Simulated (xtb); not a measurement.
xtb 6.7.1, GFN2-xTB: V(O)(Me)2(OSiH3) ([CH3][V]([CH3])(=[O])[O][SiH3]), 15 atoms. The geometry is a generated start, not checked to be a minimum at this level.

```
Quantity                   Value
-----------------  -------------
run flags                 --grad
method                  GFN2-xTB
--acc                1 (default)
--etemp (K)        300 (default)
basis functions               45
valence electrons             38
```

```xyz
15

V      0.5350     0.1148     0.3828
O      2.0021     0.1116     0.7514
C     -0.2468    -0.9078     1.9229
H     -0.1268    -1.9911     1.8281
H     -1.3210    -0.6761     1.9323
H      0.1964    -0.6024     2.8743
C      0.1149     2.0644     0.5938
H      0.2417     2.3323     1.6518
H     -0.9354     2.2182     0.3036
H      0.7473     2.7346     0.0003
O     -0.0412    -0.4681    -1.0451
Si    -0.2391    -1.1091    -2.5153
H     -1.3799    -2.0284    -2.3890
H      1.0051    -1.8014    -2.8755
H     -0.5522     0.0087    -3.4163
```

Charge 0 and multiplicity 1 are set for this test and not shown to be the ground state.

One run each on 1 thread. Values of broydamp tried: 0.02, 0.05, 0.1, 0.2, 0.4 (default), 0.6, 0.8, 1.

**Question.** Predict the course of the SCC iterations along this series.

**Answer.** Fewest SCC iterations, within one of each other: 0.1 with 19, 0.2 with 20, 0.4 (default) with 19, 0.6 with 20. The count rises to 30 at 0.02. All converge to one solution.

| broydamp | SCC iterations | end |
|---|---|---|
| 0.02 | 30 | same solution |
| 0.05 | 24 | same solution |
| 0.1 | 19 | same solution |
| 0.2 | 20 | same solution |
| 0.4 (default) | 19 | same solution |
| 0.6 | 20 | same solution |
| 0.8 | 21 | same solution |
| 1 | 22 | same solution |
